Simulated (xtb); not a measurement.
xtb 6.7.1, GFN2-xTB: c1ccc(-c2ccc3c(c2)sc2cc(-c4cccs4)ccc23)cc1, 38 atoms. The geometry is a generated start, not checked to be a minimum at this level.

```yaml
method: GFN2-xTB
"--acc": 1 (default)
"--etemp (K)": 300 (default)
detailed input (--input): "none: ANC optimiser, Lindh (1995) Hessian, microcycle=20, maxdispl=1.0, hlow=0.01 (default)"
basis_functions: 122
valence_electrons: 114
```

The structure is relaxed from this start with --opt LEVEL for the levels crude, sloppy, loose, lax, normal, tight, vtight, extreme, once each. Up to the end of the extreme run atoms move by at most 0.99 Å along an axis.

**Question.** Which level is enough to come within 5 meV of the tightest end point?

**Answer.** normal: 32 cycles against 68, ending 1.4 meV above.

```json
[
 {"level": "crude", "cycles": "5", "energy above the extreme run (meV)": "54", "gradient norm (eV/Å)": "0.37"},
 {"level": "sloppy", "cycles": "11", "energy above the extreme run (meV)": "8.3", "gradient norm (eV/Å)": "0.29"},
 {"level": "loose", "cycles": "12", "energy above the extreme run (meV)": "7.5", "gradient norm (eV/Å)": "0.16"},
 {"level": "lax", "cycles": "14", "energy above the extreme run (meV)": "6.6", "gradient norm (eV/Å)": "0.12"},
 {"level": "normal", "cycles": "32", "energy above the extreme run (meV)": "1.4", "gradient norm (eV/Å)": "0.026"},
 {"level": "tight", "cycles": "44", "energy above the extreme run (meV)": "0.13", "gradient norm (eV/Å)": "0.012"},
 {"level": "vtight", "cycles": "62", "energy above the extreme run (meV)": "0.017", "gradient norm (eV/Å)": "0.0021"},
 {"level": "extreme", "cycles": "68", "energy above the extreme run (meV)": "—", "gradient norm (eV/Å)": "0.0019"}
]
```
